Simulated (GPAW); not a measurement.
Several settings converged on TiCd (P4mm, 4 atoms in the cell)

```
TiCd
1.0
    2.90254     0.00000     0.00000
    0.00000     2.90254     0.00000
    0.00000     0.00000     9.05925
Ti Cd
2 2
Direct
  0.00000   0.50000   0.39679
  0.50000   0.00000   0.60873
  0.00000   0.50000   0.86667
  0.50000   0.00000   0.13333
```

Base method: PBEsol, GPAW PAW datasets PBEsol (made by gpaw-setup) (plane waves; GPAW 25.7.0).

Base settings: mode = pw; ecut = 850 eV; xc = PBEsol; kpts = 5 5 2; mesh shift (steps) = 0 0 0; occupations.name = fermi-dirac; occupations.width = 0.1 eV; nbands = -10; convergence.forces = 0.001 eV/Å; symmetry.symmorphic = false.

The count of work is k-points × plane waves × bands × iterations; it is no time. Core times come from one kind of shared machine, to one figure; runs under 30 s give none.

**The k-point mesh**

The second cell is the first with its lattice scaled by 0.98.

Only quantities that move along the ladder and can be compared are tabulated.

```csv
kpts,free energy less the last step's (meV/atom),energy of the compressed cell less the first (meV/atom),pressure (GPa),largest difference of a force vector from the last step's (eV/Å),count of work / last,core time / last (rough)
2 2 1,61.65,-11.35,-4.49,1.076,0.18,0.4
4 4 2,-28.01,-9.43,-4.14,0.135,0.58,0.6
5 5 2,17.43,-5.73,-3.68,0.080,0.60,0.8
6 6 2,2.39,-7.35,-3.86,0.025,0.85,0.8
7 7 3,0.00,-7.43,-3.90,0.000,1.0,1
```

Coarsest kpts that holds the forces within 0.02 eV/Å: not settled: the last two steps still differ by 0.025 eV/Å, over half the tolerance, so the ladder does not show it.

Coarsest kpts that holds the pressure within 0.1 GPa of the last step, with all finer ones: 6 6 2; the step before is off by 0.22 GPa.

Coarsest kpts that holds the free energy within 5 meV/atom of the last step, with all finer ones: 6 6 2; the step before is off by 17 meV/atom.

**The k-point mesh at a smearing width of 0.02 eV**

In this ladder: occupations.width = 0.02 eV.

Only quantities that move along the ladder and can be compared are tabulated.

| kpts | free energy less the last step's (meV/atom) | pressure (GPa) | largest difference of a force vector from the last step's (eV/Å) | count of work / last | core time / last (rough) |
|---|---|---|---|---|---|
| 4 4 2 | -27.22 | -4.40 | 0.189 | 0.18 | 0.2 |
| 6 6 2 | 9.72 | -4.06 | 0.013 | 0.29 | 0.4 |
| 8 8 3 | 10.70 | -3.99 | 0.079 | 0.46 | 0.5 |
| 10 10 4 | 0.00 | -4.06 | 0.000 | 1.0 | 1 |

Coarsest kpts that holds the pressure within 0.2 GPa of the last step, with all finer ones: 6 6 2, at 0.29 of the last step's count of work and about 0.4 of the last step's time; the step before is off by 0.35 GPa.

Coarsest kpts that holds the forces within 0.02 eV/Å: not settled: the last two steps still differ by 0.079 eV/Å, over half the tolerance, so the ladder does not show it.

Coarsest kpts that holds the free energy within 5 meV/atom: not settled: the last two steps still differ by 11 meV/atom, over half the tolerance, so the ladder does not show it.

On the base run: the starting cell comes from a database of computed structures (which also holds hypothetical and non-ambient phases and stackings), without a prior relaxation at this level. Its lattice was rescaled by up to half a per cent. One atom was moved a little off its site on purpose. Spin polarisation is off. In the base run, with a pressure of about -4 GPa the cell is away from its equilibrium volume at this level. Without a gap this mesh is coarse (it stands for a supercell whose shortest vector is 15 Å).
